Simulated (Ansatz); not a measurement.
# Pressure series in Bi2Te2Se

Base system: Bi₂Te₂Se (space group R-3m, No. 166; a cell from a computed database, its experimental status unchecked).

Bi₂Te₂Se is taken in the trigonal space group R-3m, hexagonal axes (No. 166), Pearson symbol hR5. Lattice parameters: a = b = 4.304 Å, c = 30.843 Å, α = β = 90.00°, γ = 120.00°. Bi on 6c is coordinated by 3 Te at 3.042 Å and 3 Se at 3.096 Å (octahedral). Te on 6c sees 3 Bi at 3.042 Å (trigonal pyramidal). Se on 3a has 6 Bi at 3.096 Å (octahedral). (Neighbours: up to the widest gap in distance over summed covalent radii, below 1.35, at either atom; cation-cation and far metal-metal contacts left out.)
(The calculation used a cell of 5 atoms; values per cell refer to that cell.)

Cell and atoms are relaxed at each pressure.

Levels (all Ansatz, an electronic-structure program, PAW): r2SCAN+rVV10 (500 eV, scalar-relativistic without spin-orbit coupling); HSE06 (420 eV, no SOC).

Band gaps by level, all at the geometries relaxed with r2SCAN+rVV10:

| case | r2SCAN+rVV10 | HSE06 |
|---|---|---|
| base | 0.51 eV | 0.68 eV |
| pressure 0.3 GPa | 0.47 eV | 0.64 eV |
| pressure 0.7 GPa | 0.43 eV | 0.58 eV |
| pressure 1.5 GPa | 0.36 eV | 0.50 eV |
| pressure 3 GPa | 0.27 eV | 0.40 eV |
| pressure 5 GPa | 0.19 eV | 0.32 eV |
| pressure 7.5 GPa | 0.13 eV | 0.25 eV |
| pressure 10 GPa | 0.09 eV | 0.21 eV |

Single points use the geometry relaxed with r2SCAN+rVV10. Spin-orbit coupling, missing from the scalar runs, can matter with Bi and Te. Load acts through the strain it causes; cell and atoms are relaxed under it. Stability against distortions was not tested. No other phases were tried under pressure. The zero or small gap of Bi2Te2Se under pressure 3 GPa, Bi2Te2Se under pressure 5 GPa, Bi2Te2Se under pressure 7.5 GPa and Bi2Te2Se under pressure 10 GPa can change with the level of theory.
